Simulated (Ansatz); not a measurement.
Formation energies of neutral defects against the elements (graphite for carbon, diatomic gases, S8), in alpha quartz (eV), each at one geometry relaxed with PBE and evaluated in Ansatz (a first-principles code) with PBE, r2SCAN. Details: 72-site cell; 2×2×2 Γ-centred k-points; charged states image-corrected; no spin–orbit coupling; no Hubbard U; corrections pass 1 eV, so highly charged states may be off by several tenths; flagged in the runs: for some of the defects a doubtful potential alignment, a host whose relaxation on this sampling wasn't shown to rest, a strain field that reaches the edge of the cell.

| defect | x: PBE (eV) | y: r2SCAN (eV) |
|---|---|---|
| Zr on the Si site | -0.70 | -0.75 |
| Ti on the Si site | -0.46 | -0.42 |
| Ge on the Si site | 3.71 | 3.89 |
| B on the Si site | 4.25 | 4.90 |
| Sn on the Si site | 4.79 | 4.84 |
| N on the O site | 5.25 | 5.26 |
| P on the Si site | 5.83 | 6.46 |
| C on the O site | 8.00 | 8.06 |
| Y on the Si site | 2.46 | ? |

### Question
Fit a straight line to the 8 complete rows and predict the last.

### Answer
Means: x = 3.834, y = 4.030; Sxx = 63.443, Sxy = 65.315. Slope 65.315 / 63.443 = 1.03, intercept 4.030 − 1.03 × 3.834 = 0.08 eV; the rows scatter by 0.29 eV about the line, and R² = 0.99. Prediction: 0.08 + 1.03 × 2.46 = 2.61 eV. The calculation gave 2.72 eV, 0.11 eV above the line, within its scatter.
